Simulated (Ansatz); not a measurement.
We consider fluorite HfO₂ (high-temperature phase), described by HSE06-D3(BJ) (plane waves, PAW; Ansatz, an electronic-structure program).

Run with plane-wave cutoff 460 eV, 8×8×8 k mesh, Fermi–Dirac smearing 0.01 eV, scalar-relativistic PAW data made under PBE.

Computed at the level's own relaxed cell.

Problem. Give the computed lattice parameter a, band gap, Γ–Γ gap, equilibrium volume per atom and bulk modulus B0.

Solution. 
- lattice parameter a: 5.026 Å
- band gap: 5.47 eV (on the SCF k mesh)
- Γ–Γ gap: 6.31 eV
- equilibrium volume per atom: 10.58 Å³/atom
- bulk modulus B0: 282 GPa

Measured, for comparison: bulk modulus 242 ± 16 GPa (room temperature, not corrected to a static lattice, nanocrystalline cubic HfO2, second-order Birch-Murnaghan; as tabulated in High-pressure structural stability, equation of state, and thermal expansion …). Computed (rounded) less measured: bulk modulus +17 %.

Note: symmetry holds this phase in the static calculation, where it need not be a minimum; held by symmetry at 0 K, a high-temperature phase can be a saddle point.

Spin–orbit coupling is not included.

The result took roughly 6 core-minutes.
